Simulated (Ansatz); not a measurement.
**Response to strain in BN**

Consider BN in the zinc blende structure (space group F-43m, No. 216; a = 3.5805 Å).

Strains are applied to the cell and any free atomic positions relax.

Method: LDA (Ansatz, an electronic-structure program, PAW, no SOC).

Notes on the quantities. energy relative to the base: free energy F.

| isotropic strain (%) | energy relative to the base (meV/atom) |
|---|---|
| -3 | 63.2 |
| -2.5 | 43.3 |
| -2 | ? |
| -1.5 | 15.1 |
| 0 | 0.0 |
| 0.5 | 1.6 |
| 1 | 6.3 |
| 1.5 | 14.0 |
| 2 | 24.6 |

Task: Fit ΔE = Aε² + Bε³ (ε in %) to the rows shown and predict the withheld row.

Result: Least squares on the printed values gives A = 6.49 and B = -0.18 meV/atom (largest residual 0.1 meV/atom); this predicts 27.4 meV/atom, and the run gives 27.4 meV/atom, in agreement.

No phonon test of stability was made.
